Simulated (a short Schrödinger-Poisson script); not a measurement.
Stack: gated Al0.2Ga0.8N/GaN polarisation-induced gas, at 20 K.

| layer | material | thickness (nm) | Na (cm⁻³) |
|---|---|---|---|
| 1 | Al0.2Ga0.8N | 10 | - |
| 2 | GaN | 6000 | 1e14 |

The device is made up for the run: typed textbook-type constants, with dimensions and the other settings drawn at random. Al0.2Ga0.8N: permittivity 9.38, conduction-band edge (eV) 0.262, gap (eV) 3.804, electron mass (mₑ) 0.224, Nv at 300 K (cm⁻³) 4.6e19. GaN: permittivity 9.5, conduction-band edge (eV) 0, gap (eV) 3.43, Nv at 300 K (cm⁻³) 4.6e19.

Channel valleys (confinement mass, in-plane density-of-states mass, number): Γ 0.2, 0.2, 1. At the gate the conduction-band edge of layer 1 lies 1.1 eV − eVg above the Fermi level of the channel; the field vanishes at the back. Sheet of polarisation charge: +9.4e12 e/cm² at 10 nm from the gate. The barrier under the gate holds no holes. Gaps are held at their typed values at every temperature. Mesh 0.08 nm at interfaces.

Solved with a short Schrödinger-Poisson script written for these runs: 1D Poisson equation in equilibrium, electrons quantum, Hartree (BenDaniel-Duke, 40 states a valley, the channel's in-plane mass for all, wave functions free to enter the barrier), parabolic valleys, classical holes, full ionisation, no traps, pinning or gate leakage.

The same stack at other levels of the model or other numerical settings:

```tsv
run	sheet density of all electrons at Vg = 0.5 V (cm⁻²)	sheet density of all electrons at Vg = -0.5 V (cm⁻²)	capacitance at Vg = 0.5 V (μF/cm²)	centroid of the channel electrons at Vg = 0.5 V (nm)	rough cost against the base
base	6.35e12	1.81e12	0.759	2.09	about 1
electrons treated as classical, Boltzmann	7.44e12	[?]	0.823	0.16	0.02
electrons treated as classical, Fermi-Dirac	6.40e12	1.94e12	[?]	1.74	0.1
electrons treated as quantum, Hartree plus LDA exchange-correlation	[?]	1.92e12	0.766	1.81	2
mesh six times as coarse	6.35e12	1.80e12	0.759	2.03	0.3
one subband a valley	6.34e12	1.81e12	0.754	1.83	0.3
```

### Question
Fill in the missing entries.

### Answer

- electrons treated as classical, Boltzmann, sheet density of all electrons at Vg = -0.5 V (cm⁻²): 2.31e12
- electrons treated as quantum, Hartree plus LDA exchange-correlation, sheet density of all electrons at Vg = 0.5 V (cm⁻²): 6.54e12
- electrons treated as classical, Fermi-Dirac, capacitance at Vg = 0.5 V (μF/cm²): 0.727

The classical rows ignore confinement, and Boltzmann statistics overrate the density once the band edge passes the Fermi level.
